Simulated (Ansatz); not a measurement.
Base system: ZrSe₂ in the CdI2 type structure (space group P-3m1, No. 164; a = 3.7351 Å, c = 6.0315 Å; layered, stacked along the Cartesian z axis).

Method: Kohn–Sham DFT with the PBE-D3(BJ) functional, run in Ansatz (a program for electronic structure) with PAW and 420 eV plane waves, no spin-orbit coupling.

Before the change:

- Pressure = 0.0 GPa
- Band gap = zero

It is then changed as follows: the cell is scaled by 1.0015 in all directions; the atoms relax in the strained cell.

### Question
What happens to the pressure?

### Answer
The pressure (mean of the normal stresses, compression positive) goes from zero to -0.2 GPa.

### Question
Estimate the effect on the energy relative to the base.

### Answer
The energy stays essentially unchanged.

### Question
Estimate the effect on the band gap.

### Answer
The band gap stays zero.

No phonon test of stability was made. All final runs are without spin polarisation. Gaps under 0.05 eV, about the width of the smearing, are given as zero. A zero or small gap of ZrSe2 can be the functional's error rather than a property of the material.
